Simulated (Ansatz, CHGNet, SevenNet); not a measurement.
## NbSi2 (P6₂22, No. 180): properties by level of theory

```
level (code)              lattice parameter a (Å)  c axis length (Å)
------------------------  -----------------------  -----------------
CHGNet-r²SCAN (CHGNet)                      4.812              6.572
SevenNet-l3i5 (SevenNet)                        …              6.618
LDA (Ansatz)                                4.745              6.534
PBE-D3(BJ) (Ansatz)                         4.750              6.547
r²SCAN+rVV10 (Ansatz)                           …              6.573
```

Problem. Fill in the missing entries.

Solution. 
- SevenNet-l3i5 (SevenNet), lattice parameter a (Å): 4.818
- r²SCAN+rVV10 (Ansatz, a program for electronic structure), lattice parameter a (Å): 4.787

Ansatz's density-functional and Hartree–Fock values are scalar-relativistic unless marked +SOC, with PAW data made under PBE.
